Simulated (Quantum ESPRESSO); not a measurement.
**Habitual settings against a tight run: Mg6GaCu (Amm2, 8 atoms in the cell)**

Self-consistent single point.

```
CELL_PARAMETERS angstrom
      4.89914     0.00000     0.00000
      0.00000     3.15530     5.28073
      0.00000    -3.15530     5.28073
ATOMIC_POSITIONS crystal
  Mg 0.50000 0.33485 0.83403
  Mg 0.50000 0.83403 0.33485
  Mg 0.00000 0.15735 0.66709
  Mg 0.00000 0.66709 0.15735
  Mg 0.00000 0.67206 0.67206
  Mg 0.00000 0.16901 0.16901
  Ga 0.50000 0.33273 0.33273
  Cu 0.50000 0.83288 0.83288
```

Method: LDA (PZ), GBRV 1.5 ultrasoft (LDA) pseudopotentials (plane waves; Quantum ESPRESSO).

Base settings: ecutwfc = 50 Ry; ecutrho = 400 Ry; occupations = smearing; smearing = fd; degauss = 0.0073499 Ry; potentials = {Mg: mg_lda_v1.4.uspp.F.UPF, Ga: ga_lda_v1.4.uspp.F.UPF, Cu: cu_lda_v1.2.uspp.F.UPF}; K_POINTS = automatic 5 4 4 0 0 0; conv_thr = 1e-10 Ry.

Tight run (finer mesh or higher cutoff; not a proven limit): ecutwfc: 50 Ry → 70 Ry; ecutrho: 400 Ry → 560 Ry; conv_thr: 1e-10 Ry → 7.3e-11 Ry; K_POINTS: automatic 5 4 4 0 0 0 → automatic 7 6 6 0 0 0. It gave Fermi level (on the code's own zero) 6.78 eV; pressure -4.24 GPa; largest force (vector length) 0.084 eV/Å.

Quick runs, as changes from the base:
- A: the base itself
- B: smearing: fd → cold; degauss: 0.0073499 Ry → 0.036749 Ry; K_POINTS: automatic 5 4 4 0 0 0 → automatic 4 4 4 1 1 1
- C: ecutwfc: 50 Ry → 35 Ry; ecutrho: 400 Ry → 280 Ry; pseudopotentials: {Mg: mg_lda_v1.4.uspp.F.UPF, Ga: ga_lda_v1.4.uspp.F.UPF, Cu: cu_lda_v1.2.uspp.F.UPF} → {Mg: Mg.pbe-n-kjpaw_psl.0.3.0.UPF, Ga: Ga.pbe-dn-kjpaw_psl.1.0.0.UPF, Cu: Cu_pbe_v1.2.uspp.F.UPF}; K_POINTS: automatic 5 4 4 0 0 0 → automatic 4 4 4 0 0 0; input_dft: default → pbesol [PBEsol]
- D: ecutwfc: 50 Ry → 35 Ry; ecutrho: 400 Ry → 280 Ry; conv_thr: 1e-10 Ry → 7.3e-05 Ry; K_POINTS: automatic 5 4 4 0 0 0 → automatic 4 4 4 0 0 0
- E: ecutwfc: 50 Ry → 56 Ry; ecutrho: 400 Ry → 448 Ry; smearing: fd → mp; degauss: 0.0073499 Ry → 0.019992 Ry; pseudopotentials: {Mg: mg_lda_v1.4.uspp.F.UPF, Ga: ga_lda_v1.4.uspp.F.UPF, Cu: cu_lda_v1.2.uspp.F.UPF} → {Mg: Mg.pbe-n-kjpaw_psl.0.3.0.UPF, Ga: Ga.pbe-dn-kjpaw_psl.1.0.0.UPF, Cu: Cu_pbe_v1.2.uspp.F.UPF}; K_POINTS: automatic 5 4 4 0 0 0 → automatic 2 2 2 1 1 1; input_dft: default → pbesol [PBEsol]
- F: ecutwfc: 50 Ry → 42 Ry; ecutrho: 400 Ry → 336 Ry; conv_thr: 1e-10 Ry → 7.3e-05 Ry; pseudopotentials: {Mg: mg_lda_v1.4.uspp.F.UPF, Ga: ga_lda_v1.4.uspp.F.UPF, Cu: cu_lda_v1.2.uspp.F.UPF} → {Mg: Mg.pbe-n-kjpaw_psl.0.3.0.UPF, Ga: Ga.pbe-dn-kjpaw_psl.1.0.0.UPF, Cu: Cu_pbe_v1.2.uspp.F.UPF}; K_POINTS: automatic 5 4 4 0 0 0 → automatic 6 6 6 0 0 0; input_dft: default → pbesol [PBEsol]

Energies are extrapolated to zero smearing width, which holds to low order in the width alone (under cold and Methfessel-Paxton smearing the free energy itself is taken).

Dashes: energy of C, E, F, another energy zero; pressure of D, F, not trusted under this conv_thr with d or f elements.

† marks runs with another functional, U, potentials or spin treatment: their distance from the tight run is not a convergence error alone.

The count of work is k-points × plane waves × bands × iterations; it is no time. Core times come from one kind of shared machine and are given to one figure; runs under 30 s give none.

The starting cell comes from a database of computed structures (which also holds hypothetical and non-ambient phases and stackings), without a prior relaxation at this level. Its lattice was rescaled by a random factor within 2.5 % of one. Spin polarisation is off. In the base run, with a pressure of about -4 GPa the cell is away from its equilibrium volume at this level.

```csv
run,energy less tight (meV/atom),pressure less tight (GPa),largest miss in a force vector (eV/Å),count of work / tight,core time / tight (rough)
A,-5.2,0.04,0.111,0.24,0.4
B,16.1,-0.04,0.127,0.14,0.3
C†,–,1.00,0.062,0.071,0.2
D,29.9,–,0.089,0.081,0.1
E†,–,1.63,0.554,0.016,0.2
F†,–,–,0.026,0.13,0.2
```

Among the runs at the tight run's level, the energy misses run from 5.2 to 29.9 meV/atom.
